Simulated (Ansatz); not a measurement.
## What isotropic strain −0.50 % does to Os

Take Os in the hcp (Mg type) structure (space group P6_3/mmc, No. 194; a = 2.7543 Å, c = 4.3474 Å; relaxed with 0.1 eV smearing) as the base.

Now apply this change: an isotropic linear strain of −0.50 %; the atoms relax in the strained cell.

Method: Ansatz (a program for electronic structure), PBE, PAW, cutoff 420 eV, scalar-relativistic without spin-orbit coupling. k-mesh 24×24×13 (Γ-centred); smearing 0.1 eV (Fermi–Dirac).

| quantity | base | changed | shift |
|---|---|---|---|
| volume per atom | 14.28 Å³ | 14.07 Å³ | -0.21 Å³ |
| space group | P6_3/mmc (No. 194) | P6_3/mmc (No. 194) | – |
| shortest interatomic distance | 269.3 pm | 268.0 pm | -1.3 pm |
| energy relative to the base (free energy F) | 0 meV/atom | +4.1 meV/atom | +4.1 meV/atom |
| pressure (mean of the normal stresses, compression positive) | 0.0 GPa | 6.2 GPa | +6.2 GPa |
| band gap | zero | zero | – |

Cost of the whole job for the changed cell (relaxation, final SCF and bands): around 10 core-seconds (rough).

No phonon test of stability was made. All final runs are without spin polarisation.
